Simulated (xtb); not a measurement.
xtb 6.7.1, GFN2-xTB: Nb(Br)(SH)4 ([SH][Nb]([SH])([SH])([SH])[Br]), 10 atoms. The geometry is a generated start, not checked to be a minimum at this level.

```yaml
method: GFN2-xTB
"--acc": 1 (default)
"--etemp (K)": 300 (default)
detailed input (--input): "none: ANC optimiser, Lindh (1995) Hessian, microcycle=20, maxdispl=1.0, hlow=0.01 (default)"
basis_functions: 64
valence_electrons: 40
```

```xyz
10

Nb     0.4963    -0.0501     0.2224
Br     0.9960     0.7229     2.5050
S     -1.8751    -0.3330    -0.1972
H     -2.2384     0.8343    -0.7280
S      0.3364    -2.3917     0.8618
H     -0.6774    -2.4305     1.7167
S      2.0879    -0.5396    -1.4663
H      1.2553    -0.8563    -2.4578
S      0.2589     2.2363    -0.6260
H     -0.6399     2.8077     0.1694
```

Charge 0 and multiplicity 1 are set for this test and not shown to be the ground state.

The structure is relaxed from this start with --opt LEVEL for the levels crude, sloppy, loose, lax, normal, tight, vtight, extreme, once each. Up to the end of the extreme run atoms move by at most 2.1 Å along an axis.

Problem. What is the loosest level that ends within 20 meV of the extreme run, and how many cycles does it take?

Solution. vtight: 168 cycles against 195, ending 0.93 meV above.

```csv
level,cycles,energy above the extreme run (meV),gradient norm (eV/Å)
crude,1,88,0.13
sloppy,1,88,0.13
loose,1,88,0.13
lax,1,88,0.13
normal,28,71,0.059
tight,50,67,0.062
vtight,168,0.93,0.018
extreme,195,—,0.013
```
